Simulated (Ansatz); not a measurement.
Input and output of a self-consistent single point for SnO (Pm, 4 atoms in the cell) (Ansatz, a quantum-chemistry and plane-wave program).

Level of theory: PBEsol, default PAW files made with PBE (plane waves; Ansatz).

```
CELL_PARAMETERS angstrom
      3.37177     0.00000     0.00000
      0.00000     5.70247     0.00000
      0.00000     0.00000     4.24308
ATOMIC_POSITIONS crystal
  Sn 0.00000 0.23191 0.52492
  Sn 0.50000 0.76809 0.01314
  O  0.00000 0.89125 0.73686
  O  0.50000 0.10875 0.23686
```

Reference input (self-consistent single point, DFT, PBEsol, plane waves, default PAW files made with PBE): basis.ecutwfc = 420 eV; kpoints.mp_grid.grid = 7 5 6; hamiltonian.xc = pbesol; hamiltonian.pseudopotentials = {kind: paw} (the program's default PAW files); scf.occupations.method = fixed. This run's input differs from it in these lines:

Ansatz 0.2 input:
```diff
@@ -14,3 +14,4 @@
   mp_grid:
-    grid: [7, 5, 6]
+    grid: [9, 6, 8]
+    shift: [0.5, 0.5, 0.5]
 hamiltonian:
```

The program printed (abridged):

```
SCF iter   1: F=—  HF=-13020.989420 eV  |F-HF|=—  |Δ(HF+E_count)|=         —  Δρ=1.40e-2  dr2=1.56e-1  ethr=1.77e-3  ⟨swp⟩=5.0  Hψ=11066  notcnv=0  defer=236
all-band conjugate gradients solve this SCF's bands
preconditioner: auto → Resta (q_TF=auto, 2.423 Å⁻¹)
SCF iter   2: F=—  HF=-13020.963687 eV  |F-HF|=—  |Δ(HF+E_count)|=   2.57e-2  Δρ=6.67e-3  dr2=2.97e-2  ethr=3.91e-4  ⟨swp⟩=2.0  Hψ=5065  notcnv=0  defer=240
   [... lines left out ...]
SCF iter   5: F=—  HF=-13020.957329 eV  |F-HF|=—  |Δ(HF+E_count)|=   1.90e-5  Δρ=2.23e-4  dr2=3.81e-5  ethr=2.23e-7  ⟨swp⟩=2.0  Hψ=4080  notcnv=0  defer=55
SCF iter   6: F=—  HF=-13020.957325 eV  |F-HF|=—  |Δ(HF+E_count)|=   3.36e-6  Δρ=5.23e-5  dr2=1.83e-6  ethr=9.52e-8  ⟨swp⟩=2.0  Hψ=3708  notcnv=0  defer=29
SCF iter   7: F=—  HF=-13020.957325 eV  |F-HF|=—  |Δ(HF+E_count)|=   1.33e-7  Δρ=1.65e-5  dr2=2.04e-7  ethr=4.58e-9  ⟨swp⟩=2.0  Hψ=3941  notcnv=0  defer=30
SCF iter   8: F=-13020.957325 eV  HF=-13020.957325 eV  |F-HF|=4.03e-9  |Δ(HF+E_count)|=   6.33e-8  Δρ=2.43e-6  dr2=4.99e-9  ethr=2.50e-10  ⟨swp⟩=8.0  Hψ=13960  notcnv=0
SCF 1 converged in 8 iterations: F = -13020.957325 eV  dr2 = 4.99e-9
Free energy (F): -13020.957325 eV
Internal energy: -13020.957325 eV  (E = F + TS)
E sigma→0 (E₀):  -13020.957325 eV
Fermi energy:    6.803143 eV
--- Forces (eV/Å), atoms counted from 1 ---
  atom   1  Sn    -0.00000000    -0.66235944    -0.51636354
  atom   2  Sn     0.00000000     0.62937534    -0.08673056
  atom   3  O      0.00000000     0.05000032     0.22695146
  atom   4  O      0.00000000    -0.01701904     0.37614156
--- Stress (GPa, compression-positive) ---
       -5.336194      -0.000000      -0.000000
       -0.000000      -3.894825      -0.855330
       -0.000000      -0.855331      -4.043307
  P = ⅓ Tr σ = -4.4248 GPa (-44.248 kbar)
  The stress holds the Pulay correction. Without it, at fixed plane waves, as pw.x and ABINIT print it: P = -4.8287 GPa
```

The run converged in 8 iterations. Against the reference run the free energy is nearly the same (within 1 meV/atom), the pressure hardly changes (-4.43 to -4.42 GPa), the largest force moves little (0.839 to 0.840 eV/Å) and the gap on the mesh goes from 1.433 to 1.518 eV.

The starting cell comes from a database of computed structures (which also holds hypothetical and non-ambient phases and stackings), without a prior relaxation at this level. Its lattice was rescaled by up to half a per cent. One atom was moved a little off its site on purpose. Ansatz's pressure includes its estimate of the finite-basis (Pulay) stress. Another mesh or the band path of this cell gives a smaller gap, so this value is not converged in the mesh.

Cost on one core of a shared machine: roughly 40 s.
